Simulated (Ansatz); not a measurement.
Density of states of monolayer SnO above the conduction band minimum, Ansatz (a quantum-chemistry and plane-wave program) with PBE, rigid bands; cell area 14.81 Å².

(energy from edge (eV), 10⁻³ states/eV/cell): (0.006, 2510); (0.031, 2850); (0.056, 3210); (0.081, 4190); (0.106, 3650); (0.131, 3720); (0.156, 4030); (0.181, 4990); (0.206, 9590); (0.231, 6540); (0.256, 5370); (0.281, 4850); (0.319, 4230); (0.344, 3940); (0.369, 3760); (0.394, 3550); (0.419, 3320); (0.444, 3230); (0.469, 3150); (0.494, 3080); (0.519, 2870); (0.544, 2820); (0.569, 2760); (0.594, 2740)

Task: What effective density of states at 300 K does this give (∫ g(E) exp(−E/k_BT) dE, both spins, divided by the cell's size)?

Result: 5.0e13 cm⁻².

Spin-orbit coupling is left out. Geometry: cell and atoms relaxed with PBE.
